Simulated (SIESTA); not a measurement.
SIESTA is run on Sc₂Cu₂O₅ (Pm, 9 atoms in the cell), and the run fails. The aim is a self-consistent single point with DFT, GGA PBEsol, numerical atomic orbitals DZP, PseudoDojo PBEsol standard norm-conserving potentials (rewritten from UPF to PSML).

Cell that was meant: a = 5.6792 Å, b = 3.4200 Å, c = 5.9089 Å, α = 90.00°, β = 106.94°, γ = 90.00°.

Part of the input:

```
XC.authors                   PBEsol
PAO.BasisSize                DZP
PAO.EnergyShift              0.005 Ry
MeshCutoff                   300
%block kgrid.MonkhorstPack
    5   0   0  0.5
    0   7   0  0.5
```

The program printed (abridged):

```
reinit: Reading from file input.fdf

reinit: System Name: Sc2Cu2O5
reinit: System Label: siesta

coor:   Atomic-coordinates input format  =     Fractional

siesta: Atomic coordinates (Bohr) and species
siesta:      3.74466   3.23147   5.68552  1        1
siesta:      9.11810   0.00000   5.12869  1        2
siesta:      7.43375   3.23147  10.60955  2        3
siesta:      2.29393   0.00000  10.64533  2        4
siesta:      1.80771   0.00000   7.14282  3        5
siesta:      7.56239   3.23147   7.10030  3        6
siesta:      5.43710   0.00000   3.55816  3        7
siesta:      0.29743   3.23147   3.40670  3        8
siesta:      3.58234   3.23147  10.25524  3        9

siesta: System type = bulk

initatomlists: Number of atoms, orbitals, and projectors:      9   141   137

siesta: ******************** Simulation parameters ****************************
redata: Spin configuration                          = none
redata: Time-Reversal Symmetry                      = T
redata: Number of Atomic Species                    =        3
ERROR

FDF module: fdf_physical:  no unit specified for MeshCutoff

     File: fdf.F90
     Line:  2144
Note: The following floating-point exceptions are signalling: IEEE_INVALID_FLAG IEEE_OVERFLOW_FLAG
STOP Stopping Program
```

### Question
Read the log: what does the program object to, and what is the fix?

### Answer
The fault is an energy without its unit. The key takes a value and a unit. To fix it, add the unit. The program stopped before any SCF iteration.

An input that runs soundly differs in these lines (not the only fix; some lines may just follow from the change or write a value another way):
```diff
-MeshCutoff                   300
+MeshCutoff                   300 Ry
```

With that input, the run converged in 25 iterations: free energy E − TS -15188.5698 eV; top of the valence band (on the code's own zero) -5.75 eV; gap on the k-point mesh 0.12 eV; pressure -5.30 GPa; largest force (vector length) 0.299 eV/Å (DFT, GGA PBEsol, numerical atomic orbitals DZP, PseudoDojo PBEsol standard norm-conserving potentials (rewritten from UPF to PSML)).

On the sound input: the starting cell comes from a database of computed structures (which also holds hypothetical and non-ambient phases and stackings), without a prior relaxation at this level. Spin polarisation is off, so a magnetic state, if there is one, cannot be reached. Values carry the incompleteness of an atom-centred basis. With a pressure of about -5 GPa the cell is away from its equilibrium volume at this level. The shifted mesh does not hold Γ, so a gap read on it misses any band edge there.
